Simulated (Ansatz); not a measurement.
Density of states of ZnS (P6_3mc, 28 atoms in the cell).

```xyz
28
Lattice="3.7801 0.0000 0.0000 -1.8900 3.2736 0.0000 0.0000 0.0000 43.2818" Properties=species:S:1:pos:R:3 pbc="T T T"
Zn     1.8900     1.0912     3.0947
Zn     0.0000     2.1824    24.7356
Zn     0.0000     0.0000    27.8259
Zn     0.0000     0.0000     6.1850
Zn     0.0000     2.1824    34.0065
Zn     1.8900     1.0912    12.3656
Zn     0.0000     0.0000    15.4603
Zn     0.0000     0.0000    37.1012
Zn     1.8900     1.0912    40.1915
Zn     0.0000     2.1824    18.5506
Zn     0.0000     2.1824     9.2753
Zn     1.8900     1.0912    30.9162
Zn     0.0000     2.1824     0.0000
Zn     1.8900     1.0912    21.6409
S      0.0000     2.1824    20.8618
S      1.8900     1.0912    42.5028
S      0.0000     2.1824     2.3199
S      1.8900     1.0912    23.9608
S      1.8900     1.0912    14.6855
S      0.0000     2.1824    36.3264
S      0.0000     0.0000    17.7759
S      0.0000     0.0000    39.4168
S      1.8900     1.0912    33.2318
S      0.0000     2.1824    11.5909
S      0.0000     0.0000     8.5006
S      0.0000     0.0000    30.1415
S      1.8900     1.0912     5.4102
S      0.0000     2.1824    27.0512
```

Computed with PBE, PAW files (plane waves; Ansatz, an electronic-structure program).

SCF settings: basis.ecutwfc = 30.9 Ry; kpoints.mp_grid.grid = 5 5 1; hamiltonian.xc = pbe; hamiltonian.pseudopotentials = {kind: paw} (the program's default PAW files); scf.occupations.method = fixed. Keys of the DOS step: output.dos.nscf_kmesh.grid = 8 8 2.

The starting cell comes from a database of computed structures (which also holds hypothetical and non-ambient phases and stackings), without a prior relaxation at this level. Its lattice was rescaled by a random factor within 2.5 % of one.

Total DOS (both spins), as means of the tabulated values in each energy bin; the zero is the program's Fermi level or highest filled level, and the curve is cut to this window:

| E (eV) | states/eV/cell |
|---|---|
| -7.88 | 0.00 |
| -7.62 | 0.00 |
| -7.38 | 0.00 |
| -7.12 | 0.00 |
| -6.88 | 0.00 |
| -6.62 | 5.08 |
| -6.38 | 207 |
| -6.12 | 115 |
| -5.88 | 195 |
| -5.62 | 38.4 |
| -5.38 | 0.95 |
| -5.12 | 6.80 |
| -4.88 | 19.5 |
| -4.62 | 22.8 |
| -4.38 | 15.3 |
| -4.12 | 10.6 |
| -3.88 | 7.47 |
| -3.62 | 6.01 |
| -3.38 | 6.24 |
| -3.12 | 15.5 |
| -2.88 | 17.4 |
| -2.62 | 18.7 |
| -2.38 | 22.9 |
| -2.12 | 24.2 |
| -1.88 | 23.8 |
| -1.62 | 24.5 |
| -1.38 | 26.5 |
| -1.12 | 24.8 |
| -0.88 | 19.6 |
| -0.62 | 12.0 |
| -0.38 | 7.07 |
| -0.12 | 3.35 |
| 0.12 | 0.00 |
| 0.38 | 0.00 |
| 0.62 | 0.00 |
| 0.88 | 0.00 |
| 1.12 | 0.00 |
| 1.38 | 0.00 |
| 1.62 | 0.00 |
| 1.88 | 0.00 |
| 2.12 | 0.00 |
| 2.38 | 0.03 |
| 2.62 | 0.16 |
| 2.88 | 0.39 |
| 3.12 | 0.75 |

The gap on the SCF mesh is 2.25 eV.

Keys are those of Ansatz 0.2.
